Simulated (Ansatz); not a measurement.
Base system: Si in the diamond structure (space group Fd-3m, No. 227).

Space group Fd-3m, origin choice 1 (No. 227); a = b = c = 5.444 Å, α = β = γ = 90.00°

```
atom  site  symmetry       x       y       z
----  ----  --------  ------  ------  ------
Si      8b      -43m  0.5000  0.5000  0.5000
```
(The calculation used a cell of 2 atoms; values per cell refer to that cell.)

Calculations: DFT with r2SCAN, PAW potentials and a 500 eV plane-wave cutoff in Ansatz (a program for electronic structure), no spin-orbit coupling.

Base values:

| Item | Value |
|---|---|
| Band gap | 0.78 eV |
| Hole mass | 0.17, 0.25, 0.25 mₑ (at Γ) |
| Density | 2.31 g/cm³ |

One thing is altered: cell and atoms relaxed at a pressure of 15 GPa.

Question: How does this affect the band gap, hole mass and density?

Answer: The band gap drops by 0.24 eV to 0.54 eV; the hole mass (degenerate bands, along [100]) becomes 0.22, 0.23, 0.23 mₑ (at Γ) (base: 0.17, 0.25, 0.25 mₑ (at Γ)); the density goes up by 0.30 g/cm³ (2.31 g/cm³ → 2.61 g/cm³).

Load acts through the strain it causes; cell and atoms are relaxed under it. Effective masses come from finite differences of ±0.01 Å⁻¹. No phonon test of stability was made. Measured, Si leaves this structure (for the β-tin structure) near 12 GPa (room temperature; as listed in arXiv:1906.07825).
